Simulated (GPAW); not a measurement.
**A self-consistent single point of Mg6TiZn (Amm2, 8 atoms in the cell) with GPAW**

Computed with LDA (Perdew-Wang 92), GPAW PAW datasets LDA (gpaw-data 1.0.1) (plane waves; GPAW).

Input as run:

```python
from ase import Atoms
from ase.units import GPa
from gpaw import GPAW, PW

atoms = Atoms(['Mg', 'Mg', 'Mg', 'Mg', 'Mg', 'Mg', 'Ti', 'Zn'],
              cell=[[4.889100, 0.000000, 0.000000],
                    [0.000000, 3.125445, 5.422715],
                    [0.000000, -3.125445, 5.422715]],
              positions=[[0.000000, 1.517716, 6.363665],
                         [0.000000, -1.517716, 6.363665],
                         [0.000000, 0.000000, 3.609359],
                         [2.444550, 1.609854, 4.524171],
                         [2.444550, -1.609854, 4.524171],
                         [2.444550, 0.000000, 1.797847],
                         [2.444550, -0.000000, 7.310254],
                         [0.000000, -0.000000, 8.888589]],
              pbc=True)

atoms.set_initial_magnetic_moments([0.0, 0.0, 0.0, 0.0, 0.0, 0.0, 1.0, 0.0])

calc = GPAW(spinpol=True,
            mode=PW(800),
            xc='LDA',
            kpts={'size': (4, 4, 4), 'gamma': True},
            occupations={'name': 'methfessel-paxton', 'width': 0.136, 'order': 0},
            nbands=-12,
            convergence={'density': 1e-05, 'energy': 1e-05},
            symmetry={'symmorphic': False, 'tolerance': 0.0005},
            maxiter=120,
            txt='-')

atoms.calc = calc

energy = atoms.get_potential_energy()
print('Energy (eV):', round(energy, 6))
forces = atoms.get_forces()
print('Forces (eV/Ang):')
print(forces.round(5))
stress = atoms.get_stress()
print('Stress (GPa, Voigt):', (stress / GPa).round(4))
```

Output, abridged:

```
Input parameters:
  convergence: {density: 1e-05,
                energy: 1e-05}
  kpts: {gamma: True,
         size: (4, 4, 4)}
  maxiter: 120
  mode: {ecut: 800.0,
         name: pw}
  nbands: -12
  occupations: {name: methfessel-paxton,
                order: 0,
                width: 0.136}
  spinpol: True
  symmetry: {symmorphic: False,
             tolerance: 0.0005}

species:
  Mg:
    name: Magnesium
    Z: 12.0
    valence: 10
    core: 2
    charge: 0.0
    file: Mg.LDA.gz

    # Using partial waves for Mg as LCAO basis

  Ti:
    name: Titanium
    Z: 22.0
    valence: 12
    core: 10
    charge: 0.0
    file: Ti.LDA.gz

    # Using partial waves for Ti as LCAO basis

  Zn:
    name: Zinc
    Z: 30.0
    valence: 12
    core: 18
    charge: 0.0
    file: Zn.LDA.gz

    # Using partial waves for Zn as LCAO basis

Reference energy: -104525.230864  # eV

Spin-polarized calculation.
Initial magnetic moment: 1.000000

Convergence criteria:
 Maximum [total energy] change in last 3 cyles: 1e-05 eV / valence electron
 Maximum integral of absolute [dens]ity change: 1e-05 electrons / valence electron
 Maximum integral of absolute [eigenst]ate change: 4e-08 eV^2 / valence electron
 Maximum number of scf [iter]ations: 120

Symmetries present (total): 4
Symmetries with fractional translations: 0
64 k-points: 4 x 4 x 4 Monkhorst-Pack grid + [1/8,1/8,1/8]
21 k-points in the irreducible part of the Brillouin zone
       k-points in crystal coordinates                weights
   0:     0.00000000    0.00000000    0.00000000          1/64
   1:     0.00000000    0.25000000   -0.25000000          2/64
   2:     0.00000000    0.25000000    0.00000000          4/64
   [... 7 lines left out ...]
          ...
  20:     0.50000000    0.50000000    0.50000000          1/64

Wave functions: Plane wave expansion
  Cutoff energy: 800.000 eV
  Number of coefficients (min, max): 8503, 8538
  Pulay-stress correction: 0.000000 eV/Ang^3 (de/decut=0.000000)

Occupation numbers: Methfessel-Paxton:
  width: 0.1360  # eV
  order: 0

Eigensolver

Densities:
  Coarse grid: 32*42*42 grid
  Fine grid: 64*84*84 grid
  Total Charge: 0.000000

Density mixing:
  Method: difference
  Backend: pulay
  Linear mixing parameter: 0.05
  old densities: 5
  Damping of long wavelength oscillations: 50

Hamiltonian:
  XC and Coulomb potentials evaluated on a 64*84*84 grid
  External potential:
    NoExternalPotential

Number of atoms: 8
Number of atomic orbitals: 70
Number of bands in calculation: 54
Number of valence electrons: 84
Bands to converge: occupied

Density initialized from atomic densities
  54 bands from LCAO basis set

Atomic positions and initial magnetic moments

Positions:
   0 Mg     0.000000    1.517716    6.363665    ( 0.0000,  0.0000,  0.0000)
   1 Mg     0.000000   -1.517716    6.363665    ( 0.0000,  0.0000,  0.0000)
   2 Mg     0.000000    0.000000    3.609359    ( 0.0000,  0.0000,  0.0000)
   3 Mg     2.444550    1.609854    4.524171    ( 0.0000,  0.0000,  0.0000)
   4 Mg     2.444550   -1.609854    4.524171    ( 0.0000,  0.0000,  0.0000)
   5 Mg     2.444550    0.000000    1.797847    ( 0.0000,  0.0000,  0.0000)
   6 Ti     2.444550   -0.000000    7.310254    ( 0.0000,  0.0000,  1.0000)
   7 Zn     0.000000   -0.000000    8.888589    ( 0.0000,  0.0000,  0.0000)

Unit cell:
           periodic     x           y           z      points  spacing
  1. axis:    yes    4.889100    0.000000    0.000000    32     0.1528
  2. axis:    yes    0.000000    3.125445    5.422715    42     0.1289
  3. axis:    yes    0.000000   -3.125445    5.422715    42     0.1289

  Lengths:   4.889100   6.258933   6.258933
  Angles:   59.914999  90.000000  90.000000

Effective grid spacing dv^(1/3) = 0.1432

     iter     time        total  log10-change:  magmom
                         energy   eigst   dens
iter:   1 --:--:--   -20.542845                   +1.0058
iter:   2 --:--:--   -20.364973   -0.58  -1.43    +1.0284
iter:   3 --:--:--   -20.261898   -1.61  -1.54    +0.9961
iter:   4 --:--:--   -20.083223   -1.34  -1.58    +0.9546
iter:   5 --:--:--   -20.143648   -2.14  -1.93    +0.9841
iter:   6 --:--:--   -20.028175   -2.03  -2.05    +1.0163
iter:   7 --:--:--   -20.031819   -3.00  -2.42    +1.0426
iter:   8 --:--:--   -20.014441   -3.12  -2.53    +1.0505
iter:   9 --:--:--   -20.014103   -4.08  -3.04    +1.0460
iter:  10 --:--:--   -20.013842c  -4.94  -3.15    +1.0579
iter:  11 --:--:--   -20.013560c  -4.30  -3.20    +1.0069
iter:  12 --:--:--   -20.013414c  -5.58  -3.37    +0.9967
iter:  13 --:--:--   -20.013268c  -5.02  -3.46    +0.9750
iter:  14 --:--:--   -20.013256c  -5.85  -3.68    +0.9681
iter:  15 --:--:--   -20.013213c  -6.53  -3.75    +0.9680
   [... 7 lines left out ...]
iter:  23 --:--:--   -20.012953c  -6.59  -3.89    +0.9393
iter:  24 --:--:--   -20.012913c  -5.93  -3.90    +0.9394
iter:  25 --:--:--   -20.012909c  -6.56  -4.01    +0.9394
iter:  26 --:--:--   -20.012913c  -6.44  -4.06    +0.9395
iter:  27 --:--:--   -20.012906c  -7.34  -4.70    +0.9386
iter:  28 --:--:--   -20.012930c  -7.72c -4.80    +0.9424
iter:  29 --:--:--   -20.012949c  -7.47c -4.82    +0.9449
iter:  30 --:--:--   -20.012985c  -7.30  -4.88    +0.9501
iter:  31 --:--:--   -20.013008c  -7.43c -4.78    +0.9535
iter:  32 --:--:--   -20.013012c  -8.32c -4.68    +0.9541
iter:  33 --:--:--   -20.013016c  -8.89c -4.63    +0.9547
iter:  34 --:--:--   -20.013017c  -9.01c -4.60    +0.9547
iter:  35 --:--:--   -20.013017c  -8.94c -4.62    +0.9547
iter:  36 --:--:--   -20.013018c  -8.59c -4.59    +0.9547
iter:  37 --:--:--   -20.013018c  -7.68c -4.54    +0.9547
iter:  38 --:--:--   -20.013018c  -7.75c -4.77    +0.9547
iter:  39 --:--:--   -20.013018c  -8.94c -4.89    +0.9547
iter:  40 --:--:--   -20.013015c  -7.92c -4.91    +0.9544
iter:  41 --:--:--   -20.013007c  -8.50c -5.09c   +0.9532

Converged after 41 iterations.

Dipole moment: (0.000000, -0.000000, -1.382837) |e|*Ang

Total magnetic moment: (0.000000, 0.000000, 0.953181)
Local magnetic moments:
   0 Mg ( 0.000000,  0.000000,  0.002135)
   1 Mg ( 0.000000,  0.000000,  0.002135)
   2 Mg ( 0.000000,  0.000000,  0.000283)
   3 Mg ( 0.000000,  0.000000,  0.001599)
   4 Mg ( 0.000000,  0.000000,  0.001599)
   5 Mg ( 0.000000,  0.000000,  0.002403)
   6 Ti ( 0.000000,  0.000000,  0.564583)
   7 Zn ( 0.000000,  0.000000, -0.000098)

Energy contributions relative to reference atoms: (reference = -104525.230864)

Kinetic:        -13.558283
Potential:      +22.700134
External:        +0.000000
XC:             -28.573596
Entropy (-ST):   -0.051702
Local:           -0.555412
SIC:             +0.000000
--------------------------
Free energy:    -20.038858
Extrapolated:   -20.013007

Spin contamination: 0.064122 electrons
Showing only first 2 kpts
                      Up                     Down
 Kpt  Band  Eigenvalues  Occupancy  Eigenvalues  Occupancy
  0    40      2.88309    1.00000      2.94278    1.00000
  0    41      3.52314    1.00000      3.66815    1.00000
  0    42      3.95339    0.97151      4.36764    0.00810
  0    43      4.06319    0.77687      4.53722    0.00002

  1    40      3.60900    1.00000      3.90202    0.99261
  1    41      4.40766    0.00240      4.58917    0.00000
  1    42      4.43333    0.00101      4.63953    0.00000
  1    43      4.74550    0.00000      5.07778    0.00000

Fermi level: 4.13644

No gap
No difference between direct/indirect transitions
Energy (eV): -20.013007

Forces in eV/Ang:
  0 Mg    0.00000   -0.00690    0.03729
  1 Mg   -0.00000    0.00690    0.03729
  2 Mg    0.00000    0.00000   -0.03389
  3 Mg    0.00000    0.01820   -0.03465
  4 Mg    0.00000   -0.01820   -0.03465
  5 Mg    0.00000    0.00000    0.05009
  6 Ti    0.00000    0.00000    0.15300
  7 Zn    0.00000    0.00000   -0.17466

Stress tensor:
     0.025927     0.000000     0.000000
     0.000000     0.017939     0.000000
     0.000000     0.000000     0.018335
Stress (GPa, Voigt): [4.1539 2.8742 2.9376 0.     0.     0.    ]
```

The run converged in 41 iterations. GPAW prints stress with tension positive.

The starting cell comes from a database of computed structures (which also holds hypothetical and non-ambient phases and stackings), without a prior relaxation at this level. With one magnetic atom in the cell only a parallel order is possible. With a pressure of about -3 GPa the cell is away from its equilibrium volume at this level.

Cost on one core of a shared machine: roughly 10 min.
